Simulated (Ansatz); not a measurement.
Density of states of YPt3 (Pm-3m) near the Fermi level, PBEsol, rigid bands (Ansatz, a first-principles code).

```tsv
E − E_F (eV)	states/eV/cell
-1.92	6.60
-1.82	7.53
-1.72	10.3
-1.62	5.80
-1.52	4.44
-1.42	4.02
-1.32	3.82
-1.22	3.76
-1.12	3.81
-1.02	4.29
-0.92	3.89
-0.82	4.01
-0.72	3.30
-0.62	2.99
-0.52	2.87
-0.42	2.86
-0.32	3.06
-0.22	3.70
-0.12	3.67
-0.02	3.44
0.08	2.48
0.18	1.84
0.28	1.42
0.38	1.04
0.48	0.31
0.58	0.27
0.68	0.24
0.78	0.21
0.88	0.19
0.98	0.16
1.08	0.14
1.18	0.12
1.28	0.10
1.38	0.11
1.48	0.14
1.58	0.20
1.68	0.31
1.78	0.67
1.88	5.89
```

With 4 atoms a cell, what bare Sommerfeld coefficient γ = (π²/3) k_B² N(E_F) follows?

N(E_F) ≈ 3.2 states/eV a cell at 300 K, so γ ≈ 1.89 mJ/(mol of atoms·K²), before many-body enhancement (phonons, spin fluctuations, correlation).

How far does the Fermi level move in a rigid band for 0.1 electron a cell added or removed?

33 meV and -30 meV.

A metal at this level (no band gap); rigid bands, thermally averaged at 300 K, both spins. Spin-orbit coupling is left out, which matters with elements this heavy. Geometry: cell and atoms relaxed with PBEsol.

Formula and space group known from diffraction (Crystallography Open Database), not checked to be the room-temperature form: YPt3 (Pm-3m).
